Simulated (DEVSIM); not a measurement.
System: abrupt Si p-n junction, at 300 K.

```csv
layer (left to right),material,thickness (μm),Nd (cm⁻³),Na (cm⁻³),τn (s),τp (s)
1,Si,1.00,-,2.1e17,0.00065,0.00065
2,Si,9.40,1e15,-,0.00065,0.00065
```

Left contact: ohmic. Right contact: ohmic. Voltage is applied to the left contact. Recombination: SRH at mid-gap, Auger. Mobility is constant in doping.

Constants are typed, rounded textbook-type inputs, not results; the design itself was drawn at random and stands for no fabricated device. Values at 300 K.

```csv
parameter,Si
gap (eV),1.124
affinity (eV),4.05
permittivity,11.7
Nc (cm⁻³),2.86e19
Nv (cm⁻³),3.1e19
μn (cm²/Vs),1417
μp (cm²/Vs),470
Cn (cm⁶/s),2.8e-31
Cp (cm⁶/s),9.9e-32
```

Simulated with DEVSIM: 1D drift-diffusion, Boltzmann statistics, complete ionisation; no tunnelling, impact ionisation, image-force lowering or self-heating.

The thickness of layer 1 was swept, all else fixed.

```
thickness of layer 1 (μm)  dark forward voltage at 1 A/cm² (V)  dark forward voltage at 100 A/cm² (V)
-------------------------  -----------------------------------  -------------------------------------
0.2                                                      0.562                                  0.762
0.35                                                     0.568                                  0.759
0.6                                                      0.571                                  0.758
1                                                        0.574                                  0.757
1.7                                                      0.575                                  0.758
3                                                        0.576                                  0.759
5                                                        0.577                                  0.761
```

From the first row to the last the dark forward voltage at 1 A/cm² goes from 0.562 to 0.577. From the first row to the last the dark forward voltage at 100 A/cm² goes from 0.762 to 0.761.
